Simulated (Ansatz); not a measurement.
Ga$_{2}$O$_{3}$ (space group C2/m, No. 12)

Ga2O3 is modelled in the monoclinic space group C2/m (No. 12), Pearson symbol mS20. Cell: a = 12.278 Å, b = 3.047 Å, c = 5.810 Å, α = 90.00°, β = 103.72°, γ = 90.00°. Ga1 on 4i is coordinated by 4 O at 1.839–1.873 Å (tetrahedral). Ga2 on 4i is surrounded by 6 O at 1.943–2.077 Å (octahedral). O1 on 4i is surrounded by 1 Ga at 1.839 Å and 2 Ga at 1.947 Å. O2 on 4i is coordinated by 1 Ga at 1.873 Å and 3 Ga at 2.017–2.077 Å. O3 on 4i is coordinated by 2 Ga at 1.842 Å and 1 Ga at 1.943 Å (trigonal planar). (Neighbours: up to the widest gap in distance over summed covalent radii, below 1.35, at either atom; cation-cation and far metal-metal contacts left out.)
(The calculation used a cell of 10 atoms; values per cell refer to that cell.)

The values are results of PBEsol (Ansatz, an electronic-structure program; PAW; 420 eV plane waves; without spin-orbit coupling), earlier PAW set, not measurements. Γ-centred 11×11×6 mesh, Fermi–Dirac width 0.05 eV.

| Quantity | Value |
|---|---|
| Volume per atom | 10.56 Å³ |
| Density | 5.90 g/cm³ |
| Band gap | 2.22 eV, indirect, k = (0.455, -0.455, -1/2) in the run's primitive reciprocal basis → Γ |
| Lowest conduction-band minima above the VBM | Γ 2.22 eV |
| Total energy | -1834.187 eV/atom (σ→0; compares only within this code and set-up) |

Whether these cells are dynamically stable was not tested.
